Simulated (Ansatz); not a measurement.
For HgS (model structure, started from the NiAs type, P6₃/mmc, No. 194, 4 atoms in the cell), PBE in Ansatz (plane waves, PAW) gives:

```
Quantity              Result
-------------------  -------
lattice constant a   3.911 Å
lattice parameter c  6.684 Å
```

Question: What does PBE-D3(BJ) (PAW; Ansatz, a first-principles code) give for the same quantities?

Answer: 
- lattice constant a: 3.842 Å (drops by 1.8 %)
- lattice parameter c: 6.636 Å (decreases by 0.7 %)

Changes are worked out from the printed values.

Unless a cell is named, each level is at its own relaxed cell (PBE 22.14, PBE-D3(BJ) 21.20 Å³/atom).

Levels without +SOC leave out spin–orbit coupling, which shifts energies and cells of such heavy elements.

Ansatz's density-functional and Hartree–Fock values are scalar-relativistic unless marked +SOC, with PAW data made under PBE.

A model structure was made by putting elements into a prototype or built by hand; it is no filed structure, need not be a known phase, and can be a saddle point held by its symmetry.
